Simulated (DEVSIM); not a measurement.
Device: abrupt Si n-p junction, at 300 K.

```csv
layer (left to right),material,thickness (μm),Nd (cm⁻³),Na (cm⁻³),τn (s),τp (s)
1,Si,12.0,1.5e17,-,1.5e-5,1.5e-5
2,Si,180,-,3e15,1.5e-5,1.5e-5
```

Left contact: ohmic. Right contact: ohmic. Voltage is applied to the left contact. Recombination: SRH at mid-gap, radiative, Auger. Mobility is constant in doping.

The device is made up for the run: typed textbook-type constants, with dimensions and the other settings drawn at random. Values at 300 K.

| parameter | Si |
|---|---|
| gap (eV) | 1.124 |
| affinity (eV) | 4.05 |
| permittivity | 11.7 |
| Nc (cm⁻³) | 2.86e19 |
| Nv (cm⁻³) | 3.1e19 |
| μn (cm²/Vs) | 1417 |
| μp (cm²/Vs) | 470 |
| B (cm³/s) | 4.7e-15 |
| Cn (cm⁶/s) | 2.8e-31 |
| Cp (cm⁶/s) | 9.9e-32 |

Simulated with DEVSIM: 1D drift-diffusion, Boltzmann statistics, complete ionisation; no tunnelling, impact ionisation, image-force lowering or self-heating.

The doping Na of layer 2 was swept, all else fixed.

| doping Na of layer 2 (cm^-3) | largest field in the device at zero bias (V/cm) | dark forward voltage at 100 A/cm² (V) | potential step across the device at zero bias (V) | dark forward voltage at 1 A/cm² (V) |
|---|---|---|---|---|
| 9e13 | 21000 | 1.555 | 0.659 | 0.643 |
| 3e14 | 22000 | 1.253 | 0.690 | 0.641 |
| 9e14 | 24000 | 1.143 | 0.718 | 0.646 |
| 3e15 | 30000 | 1.052 | 0.749 | 0.659 |
| 9e15 | 45000 | 0.993 | 0.778 | 0.676 |
| 3e16 | 77000 | 0.949 | 0.809 | 0.692 |
| 9e16 | 120000 | 0.922 | 0.837 | 0.702 |

From the first row to the last the largest field in the device at zero bias goes from 21000 to 120000. From the first row to the last the dark forward voltage at 100 A/cm² goes from 1.555 to 0.922.
